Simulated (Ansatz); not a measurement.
Base system: TiC in the rock salt structure (space group Fm-3m, No. 225; a = 4.261 Å; relaxed with 0.1 eV smearing). Axes: x, y, z lie along the cube axes.

Computed with LDA in Ansatz (plane waves to 420 eV, PAW, no spin-orbit coupling).

It is then changed as follows: an isotropic linear strain of +2.50 %; the atoms relax in the strained cell.

Problem. Predict the stress tensor and what it implies for the stiffness.

Solution. Stress of the strained cell less that of the base (GPa, compression positive):
```
  -18.0     0.0     0.0
    0.0   -18.0     0.0
    0.0     0.0   -18.0
```

Then B = −ΔP/(ΔV/V₀) with ΔV/V₀ = 0.0769 gives secant stiffness values (nonlinear terms included at this strain): B ≈ 234 GPa.

As a check, the harmonic strain energy −½ V₀ Δσ:ε is 41 meV/atom; the computed energy rise is 44 meV/atom.

Stability against distortions was not tested. All final runs are without spin polarisation.

Ansatz is a first-principles code.
